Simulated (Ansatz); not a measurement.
# AlHO2, pressure series

Base system: AlHO2 (space group Pnnm, No. 58; a = 4.160 Å, b = 4.694 Å, c = 2.840 Å; a cell from a computed database, its experimental status unchecked).

Cell and atoms are relaxed at each pressure.

Levels (all Ansatz, a program for electronic structure, PAW): PBEsol (420 eV, no spin-orbit coupling); HSE06 (420 eV, without spin-orbit coupling).

Band gaps by level, all at the geometries relaxed with PBEsol:

| case | PBEsol | HSE06 |
|---|---|---|
| base | 6.08 eV | 8.00 eV |
| pressure −2 GPa | 5.97 eV | 7.87 eV |
| pressure −1 GPa | 6.03 eV | 7.94 eV |
| pressure 0.3 GPa | 6.10 eV | 8.01 eV |
| pressure 0.7 GPa | 6.12 eV | 8.04 eV |
| pressure 1.5 GPa | 6.16 eV | 8.09 eV |
| pressure 5 GPa | 6.35 eV | 8.29 eV |
| pressure 10 GPa | 6.60 eV | 8.56 eV |

Single points use the geometry relaxed with PBEsol. Load acts through the strain it causes; cell and atoms are relaxed under it. Stability against distortions was not tested. Competing high-pressure phases were not computed.
